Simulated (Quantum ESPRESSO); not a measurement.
Quantum ESPRESSO run on SiO2 (I-42m, 24 atoms in the cell): self-consistent single point.

Method: LDA (PZ), GBRV 1.5 ultrasoft (LDA) pseudopotentials (plane waves; Quantum ESPRESSO).

```
SiO2
1.0
   -4.48225     4.48225     4.02792
    4.48225    -4.48225     4.02792
    4.48225     4.48225    -4.02792
Si O
8 16
Direct
  0.75543   0.11320   0.23211
  0.88680   0.11891   0.64223
  0.88109   0.52332   0.76789
  0.47668   0.24457   0.35777
  0.24457   0.47668   0.35777
  0.11320   0.75543   0.23211
  0.11891   0.88680   0.64223
  0.52332   0.88109   0.76789
  0.28333   0.00000   0.28333
  0.00000   0.28333   0.28333
  0.71667   0.00000   0.71667
  0.00000   0.71667   0.71667
  0.91675   0.62593   0.00000
  0.37407   0.37407   0.29082
  0.62593   0.91675   0.00000
  0.08325   0.08325   0.70918
  0.63069   0.23783   0.25334
  0.76217   0.01551   0.39286
  0.98449   0.37735   0.74666
  0.62265   0.36931   0.60714
  0.36931   0.62265   0.60714
  0.23783   0.63069   0.25334
  0.01551   0.76217   0.39286
  0.37735   0.98449   0.74666
```

Reference input (self-consistent single point, DFT, LDA (PZ), plane waves, GBRV 1.5 ultrasoft (LDA) pseudopotentials): ecutwfc = 40 Ry; ecutrho = 200 Ry; occupations = fixed; potentials = {Si: si_lda_v1.uspp.F.UPF, O: o_lda_v1.2.uspp.F.UPF}; K_POINTS = automatic 4 4 4 0 0 0; nbnd = 72; conv_thr = 1e-10 Ry; mixing_beta = 0.3. This run's input differs from it in these lines:

```diff
@@ -11,4 +11,4 @@
    ntyp = 2
-   ecutwfc = 40
-   ecutrho = 200
+   ecutwfc = 20
+   ecutrho = 100
    occupations = 'fixed'
```

Log, with long lists cut:

```
     Self-consistent Calculation

     iteration #  1     ecut=    20.00 Ry     beta= 0.30

     negative rho (up, down):  2.292E-05 0.000E+00

     total energy              =    -592.43965454 Ry
     estimated scf accuracy    <       3.93896492 Ry

     iteration #  2     ecut=    20.00 Ry     beta= 0.30

     negative rho (up, down):  5.939E-05 0.000E+00

     total energy              =    -592.60547831 Ry
     estimated scf accuracy    <       0.59762130 Ry

     iteration #  3     ecut=    20.00 Ry     beta= 0.30

     negative rho (up, down):  1.233E-04 0.000E+00

     total energy              =    -592.62396902 Ry
     estimated scf accuracy    <       0.11712162 Ry

   [... 8 blocks of this kind left out ...]

     iteration # 12     ecut=    20.00 Ry     beta= 0.30

     negative rho (up, down):  1.081E-04 0.000E+00

     total energy              =    -592.62963783 Ry
     estimated scf accuracy    <          4.6E-10 Ry

     iteration # 13     ecut=    20.00 Ry     beta= 0.30

     negative rho (up, down):  1.069E-04 0.000E+00
     End of self-consistent calculation

     highest occupied, lowest unoccupied level (ev):     1.3776    7.1757

!    total energy              =    -592.62963804 Ry
     estimated scf accuracy    <          2.0E-11 Ry

     convergence has been achieved in  13 iterations

     negative rho (up, down):  1.069E-04 0.000E+00

     Forces acting on atoms (cartesian axes, Ry/au):

     atom    1 type  1   force =     0.00264346   -0.00095682   -0.00258349
     atom    2 type  1   force =    -0.00095682   -0.00264346    0.00258349
     atom    3 type  1   force =    -0.00264346    0.00095682   -0.00258349
     atom    4 type  1   force =     0.00095682    0.00264346    0.00258349
     atom    5 type  1   force =     0.00264346    0.00095682    0.00258349
     atom    6 type  1   force =    -0.00095682    0.00264346   -0.00258349
   [... lines left out ...]
     Total force =     0.155406     Total SCF correction =     0.000013
   [... lines left out ...]

     negative rho (up, down):  1.069E-04 0.000E+00
          total   stress  (Ry/bohr**3)                   (kbar)     P=     -786.80
  -0.00535355   0.00000000  -0.00000000         -787.53        0.00       -0.00
   0.00000000  -0.00535355  -0.00000000            0.00     -787.53       -0.00
   0.00000000  -0.00000000  -0.00533847            0.00       -0.00     -785.32

   JOB DONE.
```

The run converged in 13 iterations. Against the reference run the free energy rises by 2.05 eV/atom, the pressure goes from 11.14 to -78.68 GPa, the largest force goes from 0.912 to 1.157 eV/Å and the gap on the mesh goes from 5.976 to 5.798 eV.

The starting cell comes from a database of computed structures (which also holds hypothetical and non-ambient phases and stackings), without a prior relaxation at this level. Its lattice was rescaled by a random factor within 2.5 % of one. Forces in this geometry exceed 1 eV/Å. At the lowered cutoff the pressure carries the error of an incomplete plane-wave basis.

Cost on one core of a shared machine: roughly 3 min.
